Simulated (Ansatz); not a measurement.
## A computed series for CaSe: pressure series

The parent structure is CaSe in the zinc blende structure (space group F-43m, No. 216; a = 6.5587 Å; a model cell, its experimental status unchecked).

Cell and atoms are relaxed at each pressure.

Method: r2SCAN (Ansatz, a program for electronic structure), no SOC.

```json
[
 {"case": "base", "electron mass": "0.32 mₑ (at Γ)", "band gap": "3.70 eV", "volume per atom": "35.27 Å³", "gap character": "indirect, K–Γ (31 % along) → Γ"},
 {"case": "pressure −2 GPa", "electron mass": "0.32 mₑ (at Γ)", "band gap": "3.49 eV", "volume per atom": "37.63 Å³", "gap character": "–"},
 {"case": "pressure −1 GPa", "electron mass": "0.32 mₑ (at Γ)", "band gap": "3.60 eV", "volume per atom": "36.36 Å³", "gap character": "indirect, K–Γ (31 % along) → Γ"},
 {"case": "pressure 3 GPa", "electron mass": "0.91 mₑ along k, 1.4 mₑ across (at X)", "band gap": "3.91 eV", "volume per atom": "32.77 Å³", "gap character": "indirect, K–Γ (23 % along) → X"},
 {"case": "pressure 7 GPa", "electron mass": "0.94 mₑ along k, 1.4 mₑ across (at X)", "band gap": "3.89 eV", "volume per atom": "30.41 Å³", "gap character": "indirect, U → X"},
 {"case": "pressure 15 GPa", "electron mass": "1.00 mₑ along k, 1.4 mₑ across (at X)", "band gap": "3.80 eV", "volume per atom": "27.27 Å³", "gap character": "direct at X"},
 {"case": "pressure 30 GPa", "electron mass": "(withheld)", "band gap": "(withheld)", "volume per atom": "(withheld)", "gap character": "direct at X"},
 {"case": "pressure 50 GPa", "electron mass": "1.5 mₑ along k, 1.7 mₑ across (at X)", "band gap": "3.28 eV", "volume per atom": "20.94 Å³", "gap character": "direct at X"},
 {"case": "pressure 75 GPa", "electron mass": "2.2 mₑ along k, 2.4 mₑ across (at X)", "band gap": "2.91 eV", "volume per atom": "18.68 Å³", "gap character": "direct at X"},
 {"case": "pressure 100 GPa", "electron mass": "–", "band gap": "2.57 eV", "volume per atom": "17.09 Å³", "gap character": "direct at X"}
]
```

Fill in the withheld entries from the trend.


- pressure 30 GPa, electron mass: 1.2 mₑ along k, 1.6 mₑ across (at X)
- pressure 30 GPa, band gap: 3.58 eV
- pressure 30 GPa, volume per atom: 23.75 Å³

Load acts through the strain it causes; cell and atoms are relaxed under it. Effective masses come from finite differences of ±0.01 Å⁻¹. Along k means along the line from Γ to the band edge. Whether these cells are dynamically stable was not tested. Competing high-pressure phases were not computed. This is not the structure that CaSe has at room temperature and ambient pressure.
